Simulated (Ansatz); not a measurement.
Hypothetical diamond W: pressure series

The reference is W in the diamond structure (space group Fd-3m, No. 227; a = 5.755 Å; a hypothetical phase, not in the database extracts checked).

Cell and atoms are relaxed at each pressure.

All numbers come from PBEsol in Ansatz (plane waves to 420 eV, PAW, spin-orbit coupling left out).

Two rows of this table had their results exchanged by mistake.

```json
[
 {"pressure": "pressure −2 GPa", "volume per atom (Å³)": "24.22", "shortest distance (Å)": "2.506", "band gap": "zero"},
 {"pressure": "pressure −1 GPa", "volume per atom (Å³)": "24.02", "shortest distance (Å)": "2.499", "band gap": "zero"},
 {"pressure": "pressure 0.3 GPa", "volume per atom (Å³)": "23.78", "shortest distance (Å)": "2.490", "band gap": "zero"},
 {"pressure": "pressure 0.7 GPa", "volume per atom (Å³)": "23.70", "shortest distance (Å)": "2.488", "band gap": "zero"},
 {"pressure": "pressure 1.5 GPa", "volume per atom (Å³)": "23.56", "shortest distance (Å)": "2.483", "band gap": "zero"},
 {"pressure": "pressure 3 GPa", "volume per atom (Å³)": "22.62", "shortest distance (Å)": "2.449", "band gap": "zero"},
 {"pressure": "pressure 5 GPa", "volume per atom (Å³)": "22.99", "shortest distance (Å)": "2.462", "band gap": "zero"},
 {"pressure": "pressure 7.5 GPa", "volume per atom (Å³)": "23.31", "shortest distance (Å)": "2.474", "band gap": "zero"},
 {"pressure": "pressure 10 GPa", "volume per atom (Å³)": "22.27", "shortest distance (Å)": "2.437", "band gap": "zero"}
]
```

Question: Which two?

Answer: The rows for pressure 3 GPa and pressure 7.5 GPa: the volume has to fall steadily with pressure, so 23.31 Å³ belongs to pressure 3 GPa and 22.62 Å³ to pressure 7.5 GPa.

Load acts through the strain it causes; cell and atoms are relaxed under it. Whether these cells are dynamically stable was not tested. Competing high-pressure phases were not computed. The final runs are not spin-polarised.

Ansatz is an electronic-structure program.
